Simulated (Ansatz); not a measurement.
The starting structures come from a database of crystals and need not be the phases stable at ambient conditions.

 Where the default PAW files enter, the runs use the earlier of Ansatz's two default sets.

Crystal: ScF$_{3}$ (R-3c, not sure to be the ambient phase, 8 atoms a cell, 16.4 Å³ an atom); planes in its conventional cell.

Level of theory: r2SCAN (plane waves, PAW; Ansatz, a quantum-chemistry and plane-wave program).

The gap is the functional's own, uncorrected, and κ follows it; spin-orbit coupling is left out. Mid-gap values are interpolated between the computed energies.

```
plane  area of the cell (Å²)  mid-gap κ (1/Å)  largest κ in the gap (1/Å)
-----  ---------------------  ---------------  --------------------------
(110)                   46.0             0.58                        0.58
(001)                   28.2              ___                         ___
(101)                   28.1              ___                         ___
```

Task: The slowest decay depends on the direction. Supply the withheld values.

Result: 
- (001), mid-gap κ (1/Å): 0.65
- (001), largest κ in the gap (1/Å): 0.65
- (101), mid-gap κ (1/Å): 0.65
- (101), largest κ in the gap (1/Å): 0.65
